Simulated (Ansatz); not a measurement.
Take AlN in the wurtzite structure (space group P6_3mc, No. 186) as the base.

```yaml
crystal:
  lattice:
    - [3.13030, 0.00000, 0.00000]
    - [-1.56515, 2.71092, 0.00000]
    - [0.00000, 0.00000, 5.01801]
  atoms:
    - { symbol: Al, position: [0.66667, 0.33333, 0.00337] }
    - { symbol: Al, position: [0.33333, 0.66667, 0.50337] }
    - { symbol: N, position: [0.66667, 0.33333, 0.62183] }
    - { symbol: N, position: [0.33333, 0.66667, 0.12183] }
```

Cartesian axes are those of the cell as printed.

All numbers come from Ansatz (a quantum-chemistry and plane-wave program), PBE, PAW, cutoff 420 eV, no spin-orbit coupling.

The change: the cell is compressed by 1.63 % along z with no lateral relaxation, atoms relaxed at fixed cell.

Task: Predict the stress tensor and what it implies for the stiffness.

Result: Stress of the strained cell less that of the base (GPa, compression positive):
```
   1.74    0.00    0.00
   0.00    1.74    0.00
   0.00    0.00    5.72
```

Then −Δσ_ii/ε with ε = -0.0163 gives secant stiffness values (nonlinear terms included at this strain): C33 ≈ 351 GPa, C13 ≈ 106 GPa and C23 ≈ 106 GPa.

Stability against distortions was not tested.
